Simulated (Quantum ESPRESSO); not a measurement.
Worked example: self-consistent single point of LaMg₆Al (Amm2, 8 atoms in the cell) in Quantum ESPRESSO.

Level of theory: LDA (PZ), GBRV 1.5 ultrasoft (LDA) pseudopotentials (plane waves; Quantum ESPRESSO 7.5).

```
CELL_PARAMETERS angstrom
      5.06509     0.00000     0.00000
      0.00000     3.34921     5.78582
      0.00000    -3.34921     5.78582
ATOMIC_POSITIONS crystal
  La 0.50000 0.67362 0.67362
  Mg 0.00000 0.31518 0.84160
  Mg 0.00000 0.84160 0.31518
  Mg 0.00000 0.33268 0.33268
  Mg 0.50000 0.16011 0.67823
  Mg 0.50000 0.67823 0.16011
  Mg 0.50000 0.16365 0.16365
  Al 0.00000 0.83494 0.83494
```

Reference input (self-consistent single point, DFT, LDA (PZ), plane waves, GBRV 1.5 ultrasoft (LDA) pseudopotentials): ecutwfc = 40 Ry; ecutrho = 200 Ry; occupations = smearing; smearing = marzari-vanderbilt; degauss = 0.0147 Ry; potentials = {La: la_lda_v1.uspp.F.UPF, Mg: mg_lda_v1.4.uspp.F.UPF, Al: al_lda_v1.uspp.F.UPF}; K_POINTS = automatic 4 3 3 0 0 0; conv_thr = 1e-11 Ry. This run's input differs from it in these lines:

```diff
@@ -12,4 +12,4 @@
  ntyp = 3
- ecutwfc = 40
- ecutrho = 200
+ ecutwfc = 16
+ ecutrho = 80
  occupations = 'smearing'
```

The program printed (abridged):

```
     Self-consistent Calculation

     iteration #  1     ecut=    16.00 Ry     beta= 0.70

     negative rho (up, down):  5.161E-02 0.000E+00

     total energy              =    -847.21117701 Ry
     estimated scf accuracy    <       5.12882434 Ry

     iteration #  2     ecut=    16.00 Ry     beta= 0.70

     negative rho (up, down):  5.912E-02 0.000E+00

     total energy              =    -847.71302374 Ry
     estimated scf accuracy    <       3.53939435 Ry

     iteration #  3     ecut=    16.00 Ry     beta= 0.70

     negative rho (up, down):  5.595E-02 0.000E+00

     total energy              =    -848.56357781 Ry
     estimated scf accuracy    <       0.91569366 Ry

   [... 10 blocks of this kind left out ...]

     iteration # 14     ecut=    16.00 Ry     beta= 0.70

     negative rho (up, down):  6.237E-02 0.000E+00

     total energy              =    -848.73716814 Ry
     estimated scf accuracy    <          2.1E-11 Ry

     iteration # 15     ecut=    16.00 Ry     beta= 0.70

     negative rho (up, down):  6.237E-02 0.000E+00
     End of self-consistent calculation

     the Fermi energy is     6.2416 ev

!    total energy              =    -848.73716814 Ry
     estimated scf accuracy    <          3.0E-12 Ry
     smearing contrib. (-TS)   =       0.00006698 Ry
     internal energy E=F+TS    =    -848.73723512 Ry

     convergence has been achieved in  15 iterations

     negative rho (up, down):  6.237E-02 0.000E+00

     Forces acting on atoms (cartesian axes, Ry/au):

     atom    1 type  1   force =     0.00000000    0.00000000    0.00986100
     atom    2 type  2   force =     0.00000000   -0.00619365   -0.00294682
     atom    3 type  2   force =     0.00000000    0.00619365   -0.00294682
     atom    4 type  2   force =     0.00000000    0.00000000   -0.00115740
     atom    5 type  2   force =     0.00000000   -0.00936508   -0.00246445
   [... lines left out ...]
     Total force =     0.020249     Total SCF correction =     0.000003
   [... lines left out ...]

     negative rho (up, down):  6.237E-02 0.000E+00
          total   stress  (Ry/bohr**3)                   (kbar)     P=    -4166.16
  -0.02823075   0.00000000   0.00000000        -4152.89        0.00        0.00
   0.00000000  -0.02841027   0.00000000            0.00    -4179.29        0.00
   0.00000000   0.00000000  -0.02832193            0.00        0.00    -4166.30

   JOB DONE.
```

The run converged in 15 iterations. Against the reference run the free energy goes up by 17.8 eV/atom, the pressure goes from -1.94 to -416.6 GPa and the largest force goes from 0.081 to 0.254 eV/Å.

The starting cell comes from a database of computed structures (which also holds hypothetical and non-ambient phases and stackings), without a prior relaxation at this level. At the lowered cutoff the pressure carries the error of an incomplete plane-wave basis.

Cost on one core of a shared machine: roughly 40 s.
